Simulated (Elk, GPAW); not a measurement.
An Elk input for a self-consistent single point of LaSiNi₄ (Cmmm, 6 atoms in the cell) (DFT, LDA (PW92), all-electron FP-LAPW, Elk's shipped species files, default APW+lo basis):

```
tasks
  0

xctype
  3

rgkmax
  7.0

rmtscf
  0.91

stype
  3

swidth
  0.00367493

avec
    4.9262892398   -7.7800308010    0.0000000000
    4.9262892398    7.7800308010    0.0000000000
    0.0000000000    0.0000000000    7.4635300210

atoms
  3   : nspecies
  'La.in'   : spfname
  1   : natoms; atposl, bfcmt below
  0.0000000000  0.0000000000  0.0000000000    0.0 0.0 0.0
  'Si.in'   : spfname
  1   : natoms; atposl, bfcmt below
  0.5000000000  0.5000000000  0.5000000000    0.0 0.0 0.0
  'Ni.in'   : spfname
  4   : natoms; atposl, bfcmt below
  0.3424500000  0.6575500000  0.0000000000    0.0 0.0 0.0
  0.6575500000  0.3424500000  0.0000000000    0.0 0.0 0.0
  0.5000000000  0.0000000000  0.5000000000    0.0 0.0 0.0
  0.0000000000  0.5000000000  0.5000000000    0.0 0.0 0.0

ngridk
  6 6 7
```

### Question
Give the GPAW input for the same structure, mesh, smearing and functional.

### Answer
This is the input that was run; spellings and numerical settings could be chosen otherwise.

```python
from ase import Atoms
from ase.units import GPa
from gpaw import GPAW

atoms = Atoms(['La', 'Si', 'Ni', 'Ni', 'Ni', 'Ni'],
              cell=[[2.606880, -4.117015, 0.000000],
                    [2.606880, 4.117015, 0.000000],
                    [0.000000, 0.000000, 3.949530]],
              positions=[[0.000000, 0.000000, 0.000000],
                         [2.606880, 0.000000, 1.974765],
                         [2.606880, 1.297271, 0.000000],
                         [2.606880, -1.297271, 0.000000],
                         [1.303440, -2.058508, 1.974765],
                         [1.303440, 2.058508, 1.974765]],
              pbc=True)

calc = GPAW(mode={'name': 'pw', 'ecut': 800},
            xc='LDA',
            kpts={'size': (6, 6, 7), 'gamma': True},
            occupations={'name': 'fermi-dirac', 'width': 0.1},
            nbands=-14,
            convergence={'density': 1e-05},
            symmetry={'symmorphic': False, 'tolerance': 0.0005},
            maxiter=150)

atoms.calc = calc

energy = atoms.get_potential_energy()
print('Energy (eV):', round(energy, 6))
forces = atoms.get_forces()
print('Forces (eV/Ang):')
print(forces.round(5))
stress = atoms.get_stress()
print('Stress (GPa, Voigt):', (stress / GPa).round(4))
```

Basis settings and potentials, where a program has them, do not carry over. This input uses DFT LDA (Perdew-Wang 92), plane waves, GPAW PAW datasets LDA (gpaw-data 1.0.1). LDA parametrisations can differ slightly between programs.

The starting cell comes from a database of computed structures (which also holds hypothetical and non-ambient phases and stackings), without a prior relaxation at this level.
